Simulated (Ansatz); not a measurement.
Abridged Ansatz (an electronic-structure program) output:

```
Pseudopotential: Ba, paw, valence charge 10
Pseudopotential: Ti, paw, valence charge 12
Pseudopotential: O, paw, valence charge 6
Crystal: 5 atoms, lattice volume = 62.565 Å³
Basis set: ecut = 420 eV, 1237 PW (Γ), exchange–correlation on 54×54×54 points (8 copies of the dense FFT grid, shifted against one another)
Bands: 25, of which v1, the nominal top of the filled ones, is band 20 counted from 1 (19 counted from 0)
Symmetry: 48 space group operations
k-points: 20 of 216
Functional: x = pbe(κ = 0.804, μ = 0.2195149727645171), c = pbe(β = 0.06672455060314922), warm-up for x = pbe(κ = 0.804, μ = 0.2195149727645171) + 0.25 (exact …
SCF iter   1: F=—  HF=-10159.521365 eV  |F-HF|=—  |Δ(HF+E_count)|=         —  Δρ=1.69e-3  dr2=9.46e-4  ethr=1.77e-3  ⟨swp⟩=6.8  Hψ=2308  notcnv=0
SCF iter   2: F=—  HF=-10159.523582 eV  |F-HF|=—  |Δ(HF+E_count)|=   2.22e-3  Δρ=1.01e-3  dr2=4.13e-4  ethr=2.37e-6  ⟨swp⟩=6.5  Hψ=2070  notcnv=0  defer=21
SCF 1 stopped early in 3 iterations: F = -10159.523607 eV  dr2 = 4.76e-5
Crystal: 5 atoms, lattice volume = 62.565 Å³
Functional: x = pbe(κ = 0.804, μ = 0.2195149727645171) + 0.25 (exact − pbe) at short range (hse, ω = 0.20786987370883472 Å⁻¹), c = pbe(β = 0.06672455060314922); HSE06 as pw.x's `hse` composes it (authors' and Libxc's form: `xc: wpbeh`)
SCF iter   1: F=—  HF=-10163.629625 eV  |F-HF|=—  |Δ(HF+E_count)|=         —  Δρ=2.92e-2  dr2=8.07e-1  ethr=1.19e-6  ⟨swp⟩=10.8  Hψ=2920  notcnv=0
SCF iter   2: F=—  HF=-10163.582920 eV  |F-HF|=—  |Δ(HF+E_count)|=   4.67e-2  Δρ=3.41e-2  dr2=8.02e-1  ethr=1.19e-6  ⟨swp⟩=8.7  Hψ=2784  notcnv=0  defer=23
SCF 2 stopped early in 7 iterations: F = -10163.452564 eV  dr2 = 2.17e-6
Crystal: 5 atoms, lattice volume = 62.565 Å³
SCF iter   1: F=—  HF=-10163.451604 eV  |F-HF|=—  |Δ(HF+E_count)|=         —  Δρ=1.12e-4  dr2=2.90e-6  ethr=1.32e-6  ⟨swp⟩=3.4  Hψ=1114  notcnv=0
SCF iter   2: F=—  HF=-10163.451609 eV  |F-HF|=—  |Δ(HF+E_count)|=   4.67e-6  Δρ=6.34e-5  dr2=2.13e-6  ethr=6.08e-9  ⟨swp⟩=4.2  Hψ=1583  notcnv=0
SCF 3 converged in 4 iterations: F = -10163.451609 eV  dr2 = 3.06e-8
Free energy (F): -10163.451608 eV
Internal energy: -10163.451608 eV  (E = F + TS)
E sigma→0 (E₀):  -10163.451608 eV
Fermi energy:    11.263538 eV
```

### Question
What was computed, and what are the main results?

### Answer
BaTiO3, 5 atoms in the cell, with DFT with HSE06, PAW potentials and a 420 eV plane-wave cutoff in Ansatz, no spin-orbit coupling. The last SCF converged to F = -10163.451608 eV, or -2032.6903 eV per atom. The total energy compares only with runs of the same code, potentials and settings.

Single points use the geometry relaxed with PBEsol. HSE06 gaps are upper bounds (no full band path). No phonon test of stability was made. The final runs are not spin-polarised. The cell is BaTiO$_{3}$ in the cubic perovskite structure (space group Pm-3m, No. 221). Many cubic perovskites are stable only at high temperature; tilts and polar distortions were not tested. This is not the structure that BaTiO3 has at room temperature and ambient pressure.
